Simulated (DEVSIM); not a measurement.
Device: Pt/Al2O3/p-Si capacitor, at 300 K.

```
layer (left to right)  material  thickness (nm)  Na (cm⁻³)
---------------------  --------  --------------  ---------
1                         Al2O3            26.0          -
2                            Si             490     1.4e18
```

Metal gate on the left, work function 5.6 eV. Fixed charge at the semiconductor interface 2e12 cm⁻² (in units of +e); no interface traps.

This is a model device: material constants are rounded textbook-type values typed into the input, and sizes, dopings and lifetimes were drawn at random. Values at 300 K.

| parameter | Al2O3 | Si |
|---|---|---|
| gap (eV) | 6.8 | 1.124 |
| affinity (eV) | 1.35 | 4.05 |
| permittivity | 9 | 11.7 |
| Nc (cm⁻³) | - | 2.86e19 |
| Nv (cm⁻³) | - | 3.1e19 |

Model (solved in DEVSIM): 1D Poisson equation in equilibrium, Boltzmann statistics, complete ionisation; no quantum confinement or tunnelling. Metal contacts follow the ideal Schottky-Mott rule: no Fermi-level pinning, no interface dipoles.

Task: Tabulate band edges, carrier densities and field at 1.2 V on the gate.

Result: Energies count from the Fermi level of the right contact; mesh points crowd at the junctions.

| x (μm) | Ec (eV) | Ev (eV) | n (cm⁻³) | p (cm⁻³) | field (V/cm) |
|---|---|---|---|---|---|
| 0.000 | 3.050 | -3.750 | < 1e2 | < 1e2 | 120000 |
| 0.001163 | 3.063 | -3.736 | < 1e2 | < 1e2 | 120000 |
| 0.003244 | 3.088 | -3.712 | < 1e2 | < 1e2 | 120000 |
| 0.007359 | 3.135 | -3.665 | < 1e2 | < 1e2 | 120000 |
| 0.01710 | 3.248 | -3.552 | < 1e2 | < 1e2 | 120000 |
| 0.02179 | 3.303 | -3.497 | < 1e2 | < 1e2 | 120000 |
| 0.02440 | 3.333 | -3.467 | < 1e2 | < 1e2 | 120000 |
| 0.02604 | 0.653 | -0.471 | 3.0e8 | 3.8e11 | 400000 |
| 0.02720 | 0.698 | -0.426 | 5.4e7 | 2.2e12 | 370000 |
| 0.02964 | 0.782 | -0.342 | 2100000 | 5.6e13 | 320000 |
| 0.03460 | 0.914 | -0.210 | 13000 | 9.2e15 | 210000 |
| 0.04912 | 1.040 | -0.084 | < 1e2 | 1.2e18 | 12000 |
| 0.07415 | 1.044 | -0.080 | < 1e2 | 1.4e18 | ≈ 0 |
| 0.1250 | 1.044 | -0.080 | < 1e2 | 1.4e18 | ≈ 0 |
| 0.2710 | 1.044 | -0.080 | < 1e2 | 1.4e18 | ≈ 0 |
| 0.3960 | 1.044 | -0.080 | < 1e2 | 1.4e18 | ≈ 0 |
| 0.4575 | 1.044 | -0.080 | < 1e2 | 1.4e18 | ≈ 0 |
| 0.4868 | 1.044 | -0.080 | < 1e2 | 1.4e18 | ≈ 0 |
| 0.5053 | 1.044 | -0.080 | < 1e2 | 1.4e18 | ≈ 0 |
| 0.5113 | 1.044 | -0.080 | < 1e2 | 1.4e18 | ≈ 0 |
| 0.5142 | 1.044 | -0.080 | < 1e2 | 1.4e18 | ≈ 0 |
| 0.5160 | 1.044 | -0.080 | < 1e2 | 1.4e18 | ≈ 0 |
